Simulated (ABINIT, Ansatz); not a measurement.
An Ansatz (a program for electronic structure) input for a self-consistent single point of a sheet of ZrS₂ (3 atoms in the cell) (DFT, PBE, plane waves, default PAW files):

Ansatz 0.2 input:
```yaml
crystal:
  lattice:
    - [3.548939, 0.000000, 0.000000]
    - [-1.774470, 3.073472, 0.000000]
    - [0.000000, 0.000000, 16.947332]
  atoms:
    - { symbol: Zr, position_ang: [0.000000, 0.000000, 8.473666] }
    - { symbol: S, position_ang: [-0.000002, 2.048982, 9.947338] }
    - { symbol: S, position_ang: [1.774471, 1.024490, 6.999994] }
kpoints:
  mp_grid: { grid: [6, 6, 1] }
hamiltonian:
  xc: pbe
  pseudopotentials: { kind: paw }
scf:
  occupations: { method: gaussian, width: 0.05 }
output:
  forces: true
  eigenvalues: true
  stress: true
```

Question: Write the same calculation as an input for ABINIT.

Answer: This is the input that was run; spellings and numerical settings could be chosen otherwise.

```
# ZrS2, PseudoDojo nc-sr-05 PBE standard
pp_dirpath "./"
pseudos "Zr.upf, S.upf"
acell 3*1.0 Angstrom
rprim
         3.5489393865    0.0000001603    0.0000000000
        -1.7744698321    3.0734715851    0.0000000000
         0.0000000000    0.0000000000   16.9473320000
natom 3
ntypat 2
znucl 40 16
typat 1 2 2
xcart
         0.0000000000    0.0000000000    8.4736660000
        -0.0000000926    2.0489811102    9.9473382014
         1.7744696470    1.0244906352    6.9999937986
      Angstrom
ecut 66 Ry
ixc 11
occopt 7
tsmear 0.00183747
nband 17
kptopt 1
ngkpt 6 6 1
nshiftk 1
shiftk 0 0 0
nstep 100
toldfe 1.0e-09
diemac 20
prtwf 0
prtden 0
prtvol 1
```

Basis settings and potentials, where a program has them, do not carry over. This input uses DFT, PBE, plane waves, norm-conserving pseudopotentials (PseudoDojo nc-sr-05 PBE standard).

The starting cell was generated: these elements placed on a structure prototype, without a prior relaxation; it need not be a known phase or ordering of this composition. Its lattice was rescaled in the plane by a random factor within 2.5 % of one. For this run, on top of that: lattice scaled in the plane by 0.98.
